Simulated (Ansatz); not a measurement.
The starting structures come from a database of crystals and need not be the phases stable at ambient conditions.

By PBEsol, the system below comes out a metal.

Without scattering a metal conducts by its projected Fermi surface.

Data:

```
RhZr
1.0
    3.28272     0.00000     0.00000
    0.00000     3.28272     0.00000
    0.00000     0.00000     3.28272
Zr Rh
1 1
Direct
  0.50000   0.50000   0.50000
  0.00000   0.00000   0.00000
```

Space group of this cell: Pm-3m, CsCl type. The cell is taken as given; by PBEsol its mean pressure is -4.5 GPa.

The current flows along the normal of the first two printed cell vectors, the (001) plane of the conventional cell. No spin-orbit coupling; the value is a mean over 0.1 eV about the Fermi level.

Question: State the ballistic conductance per area according to PBEsol in Ansatz (a program for electronic structure).

Answer: 1.2 × 10¹⁵ S/m² for both spins.
